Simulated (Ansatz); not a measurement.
The starting structures come from a database of crystals and need not be the phases stable at ambient conditions.

 Where the default PAW files enter, the runs use the earlier of Ansatz's two default sets.

By PBEsol, the system below comes out a metal.

The ballistic (Sharvin) conductance counts the channels at the Fermi level: G/A = (e²/h) × channels of both spins per area.

Consider the following.

```xyz
1
Lattice="3.9079 0.0000 0.0000 1.8615 3.4360 0.0000 1.9539 1.1637 0.8032" Properties=species:S:1:pos:R:3 pbc="T T T"
Cu     0.0000     0.0000     0.0000
```

Space group of this cell: I4/mmm. The cell is strained (all lengths scaled by 0.98); by PBEsol its mean pressure is 9.8 GPa.

The current flows along the normal of the first two printed cell vectors, the (111) plane of the conventional cell. No spin-orbit coupling; the value is a mean over 0.1 eV about the Fermi level.

Task: Estimate the ballistic conductance per area that PBEsol (Ansatz, a first-principles code) returns for this system.

Result: 1.2 × 10¹⁵ S/m² for both spins.
